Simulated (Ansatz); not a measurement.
**Quick settings and what they miss: Te2Mo (P6_3/mmc, 6 atoms in the cell)**

Self-consistent single point.

```xyz
6
Lattice="3.5286 0.0000 0.0000 -1.7643 3.0558 0.0000 0.0000 0.0000 14.4954" Properties=species:S:1:pos:R:3 pbc="T T T"
Te     0.0000     2.0372     9.1005
Te     1.7643     1.0186     5.3949
Te     1.7643     1.0186     1.8528
Te     0.0000     2.0372    12.6426
Mo     0.0000     2.0372     3.6239
Mo     1.7643     1.0186    10.8716
```

Method: PBE, PAW files (plane waves; Ansatz, a quantum-chemistry and plane-wave program).

Base settings: basis.ecutwfc = 420 eV; kpoints.mp_grid.grid = 6 6 2; hamiltonian.xc = pbe; hamiltonian.pseudopotentials = {kind: paw} (an earlier, softer set of the program's PAW files); scf.occupations.method = fixed.

Tight run (finer mesh or higher cutoff; not a proven limit): basis.ecutwfc: 420 eV → 590 eV; kpoints.mp_grid.grid: 6 6 2 → 9 9 3; scf.convergence.dr2_threshold: default (1e-07 eV) → 1e-09 eV. It gave top of the valence band (on the code's own zero) 11.65 eV; gap on the k-point mesh 0.97 eV; pressure 3.81 GPa; largest force (vector length) 0.645 eV/Å.

Quick runs, as changes from the base:
- A: the base itself
- B: kpoints.mp_grid.grid: 6 6 2 → 4 4 4; hamiltonian.xc: pbe → lda; scf.convergence.dr2_threshold: default (1e-07 eV) → 0.001 eV [LDA (PW92)]
- C: basis.ecutwfc: 420 eV → 250 eV; kpoints.mp_grid.grid: 6 6 2 → 6 6 6; hamiltonian.xc: pbe → lda [LDA (PW92)]
- D: basis.ecutwfc: 420 eV → 210 eV; kpoints.mp_grid.grid: 6 6 2 → 2 2 2; scf.occupations.method: fixed → methfessel_paxton; scf.occupations.width: default → 0.136 eV

Dashes: energy of B, C, another energy zero; gap of B, D, left out as unsure on this mesh or at this smearing.

Gaps are read on each run's own mesh, which may miss the band edges.

† marks runs with another functional, U, potentials or spin treatment: their distance from the tight run is not a convergence error alone.

The count of work is k-points × plane waves × bands × iterations; it is no time. 

Pressures in the table are Ansatz's without its Pulay estimate, at a fixed set of plane waves; the tight run's value above holds the estimate.

The starting cell comes from a database of computed structures (which also holds hypothetical and non-ambient phases and stackings), without a prior relaxation at this level. Its lattice was rescaled by a random factor within 2.5 % of one. Spin-orbit coupling is off. In the base run, with a pressure of about 4 GPa the cell is away from its equilibrium volume at this level.

```
run  energy less tight (meV/atom)  pressure less tight (GPa)  largest miss in a force vector (eV/Å)  gap on the mesh less tight (eV)  count of work / tight
---  ----------------------------  -------------------------  -------------------------------------  -------------------------------  ---------------------
A                             1.5                      -0.02                                  0.007                           -0.001                   0.29
B†                              –                      -5.90                                  0.508                                –                   0.16
C†                              –                     -34.12                                  0.420                           -0.046                   0.27
D                          3747.6                    -125.69                                  0.380                                –                  0.029
```

Among the runs at the tight run's level, the energy misses run from 1.5 to 3747.6 meV/atom.

Left out of this page: 1 run of the series with a known weakness of the program; 1 run of the series outside the window shown, repeating another row's setting, or not comparable.

Keys are those of Ansatz 0.2.
